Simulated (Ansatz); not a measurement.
## Hypothetical diamond B: 6 layers

Consider B in the diamond structure (space group Fd-3m, No. 227; a = 4.032 Å; a hypothetical phase, not in the database extracts checked). Axes: x, y, z lie along the cube axes.

Modification: a free-standing slab of 6 layers (12 atoms, 2 a layer) is cut normal to [110], with 15 Å of vacuum and the in-plane cell held at bulk.

All numbers come from Kohn–Sham DFT with the PBEsol functional, run in Ansatz (an electronic-structure program) with PAW and 420 eV plane waves, scalar-relativistic without spin-orbit coupling. Γ-centred 16×12×1 mesh, Fermi–Dirac width 0.05 eV, for the changed cell.

The band gap stays zero and the excess energy per area of both faces (slab less bulk energy over the cell's area: twice a surface energy) comes out as 1.7 J/m² (uncertain by up to 0.2 J/m²). The thickness between the outermost nuclei amounts to 6.83 Å and the change of the spacing d12 from its bulk value of 1.426 Å amounts to -9.7 %.

Final structure:

```yaml
crystal:
  lattice:
    - [2.85131, 0.00000, 0.00000]
    - [0.00000, 4.03236, 0.00000]
    - [0.00000, 0.00000, 22.12828]
  atoms:
    - { symbol: B, position: [0.75000, 0.05831, 0.34577] }
    - { symbol: B, position: [0.25000, 0.19169, 0.34577] }
    - { symbol: B, position: [0.25000, 0.48249, 0.40396] }
    - { symbol: B, position: [0.75000, 0.76751, 0.40396] }
    - { symbol: B, position: [0.75000, 0.01506, 0.47012] }
    - { symbol: B, position: [0.25000, 0.23494, 0.47012] }
    - { symbol: B, position: [0.25000, 0.51506, 0.52988] }
    - { symbol: B, position: [0.75000, 0.73494, 0.52988] }
    - { symbol: B, position: [0.75000, 0.98249, 0.59604] }
    - { symbol: B, position: [0.25000, 0.26751, 0.59604] }
    - { symbol: B, position: [0.25000, 0.55831, 0.65423] }
    - { symbol: B, position: [0.75000, 0.69169, 0.65423] }
```

The excess energy carries the mismatch between the slab's and the bulk's meshes. No phonon test of stability was made.
